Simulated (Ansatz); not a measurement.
Start from Sb in the fcc (Cu type) structure (space group Fm-3m, No. 225; a = 4.7143 Å; relaxed with 0.1 eV smearing).

Method: PBEsol, PAW, 420 eV (Ansatz, a first-principles code; no spin-orbit coupling).

For the base:

The pressure comes out as 0.0 GPa.

The change: every lattice vector is shortened by 4.33 %; the atoms relax in the strained cell.

**Question.** Estimate the effect on the energy relative to the base.

**Answer.** The energy goes up by 109 meV/atom.

**Question.** Predict the new pressure.

**Answer.** The pressure goes from zero to 12.1 GPa.

Whether these cells are dynamically stable was not tested. This is not the structure that Sb has at room temperature and ambient pressure.
